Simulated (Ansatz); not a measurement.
The starting structures come from a database of crystals and need not be the phases stable at ambient conditions.

Inside the gap of an insulator the Bloch states are evanescent, with a wavenumber k + iκ along the transport direction.

Input:

```xyz
6
Lattice="4.0692 0.0000 0.0000 0.0000 5.8139 0.0000 0.0000 0.0000 4.0692" Properties=species:S:1:pos:R:3 pbc="T T T"
La     0.0000     1.6528     2.0346
La     2.0346     4.1611     0.0000
O      0.0000     2.9070     0.0000
O      2.0346     2.9070     2.0346
F      2.0346     0.0000     2.0346
F      0.0000     0.0000     0.0000
```

Space group of this cell: P4/nmm. The cell is taken as given; by r2SCAN its mean pressure is 0.7 GPa.

Transport runs along the normal of the first two printed cell vectors, the (100) plane of the conventional cell.

No gap correction and no spin-orbit coupling; mid-gap values are interpolated between computed energies.

**Question.** State the band gap and the smallest decay constant κ at mid-gap according to r2SCAN (Ansatz, a program for electronic structure).

**Answer.** Gap 5.07 eV on a 8×6×8 mesh; κ = 0.477 1/Å, at the zone centre.
